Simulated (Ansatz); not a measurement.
```xyz
14
Lattice="-3.3243 3.3243 3.3243 3.3243 -3.3243 3.3243 3.3243 3.3243 -3.3243" Properties=species:S:1:pos:R:3 pbc="T T T"
Hf    -1.6622     2.4932     3.3243
Hf     0.8311     3.3243     1.6622
Hf     1.6622     0.8311     3.3243
Hf     2.4932     3.3243    -1.6622
Hf     3.3243    -1.6622     2.4932
Hf     3.3243     1.6622     0.8311
N      0.4639     3.7882    -0.4639
N      2.1260     1.1983    -1.1983
N      2.8605     2.8605     2.8605
N      1.1983    -1.1983     2.1260
N      3.7882    -0.4639     0.4639
N     -1.1983     2.1260     1.1983
N     -0.4639     0.4639     3.7882
N      1.1983     1.1983     1.1983
```

No spin polarisation.

Calculations: PBEsol (Ansatz, a quantum-chemistry and plane-wave program; PAW; 420 eV plane waves; no SOC). k-mesh 6×6×6 (Γ-centred); smearing 0.05 eV (Fermi–Dirac).

Question: Predict the band gap, gap character and electron mass.

Answer: 
- Band gap: 1.02 eV
- Gap character: direct at Γ
- Electron mass (degenerate bands, along [100]): 0.29, 0.42 mₑ (at Γ)

With Hf present, leaving out spin-orbit coupling can change the band edges. Load acts through the strain it causes; cell and atoms are relaxed under it. Masses are band curvatures over ±0.01 Å⁻¹ around the edge. Stability against distortions was not tested. The cell was made from Hf3N4 (space group I-43d, No. 220) by this change: pressure 0.3 GPa.
